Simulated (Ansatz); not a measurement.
Structures of equal composition on the (113) surface of germanium: 1 pair of surface atoms bonded, Si on all surface atoms, no caps; 1 pair of surface atoms bonded, Si on all atoms bonded under the surface atoms, no caps. The slabs share one bottom face, and each structure is named by its start. These are constructed structures in small cells; real faces may alloy, dewet or reconstruct in larger ones, and not all known structures of the face are among them. Slabs of about 14 Å with all that they carry, Fermi-Dirac smearing of 0.025 eV. Bottom of the slabs: built like the top, H on every dangling bond, free. Relaxed from the named starts with such symmetry as they have, on meshes of like density; energies extrapolated to zero smearing; no spin-orbit coupling, no U. Spin-polarised runs, if any, are marked in brackets, and their order is one that fits the cell; the others ran without spin. Where a second, spin-polarised start was run, the lower counts.

All values below come from PBE (plane waves to 420 eV, PAW; Ansatz, a program for electronic structure).

### Question
Put the candidates in order of energy per 1x1 cell, lowest first, for PBE.

### Answer
1 pair of surface atoms bonded, Si on all atoms bonded under the surface atoms, no caps (0.000 eV, gap 0.45 eV on the mesh), 1 pair of surface atoms bonded, Si on all surface atoms, no caps (0.402 eV, gap 0.51 eV on the mesh)
